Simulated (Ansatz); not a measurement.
Start from CdS in the wurtzite structure (space group P6_3mc, No. 186; a = 4.074 Å, c = 6.637 Å). Axes: x lies along a and z along c of the hexagonal cell.

The values are results of Ansatz (a program for electronic structure), LDA, PAW, cutoff 420 eV, scalar-relativistic without spin-orbit coupling, not measurements.

Before the change:

- Electron mass = 0.11 mₑ along c, 0.11 mₑ across (at Γ)
- Band gap = 1.03 eV
- Pressure = 0.00 GPa

Perturbation: a pure shear with ε_xz = ε_zx = 0.0100; the atoms relax in the strained cell.

Predict the new energy relative to the base, electron mass, band gap and pressure.

The energy rises by 0.5 meV/atom; the electron mass goes from 0.11 mₑ along c, 0.11 mₑ across (at Γ) to 0.11 mₑ along z, 0.11 mₑ across (at Γ); the band gap decreases by 0.02 eV to 1.01 eV; the pressure (mean of the normal stresses, compression positive) is nearly the same (0.00 GPa against -0.01 GPa).

Masses are band curvatures over ±0.01 Å⁻¹ around the edge. Whether these cells are dynamically stable was not tested.
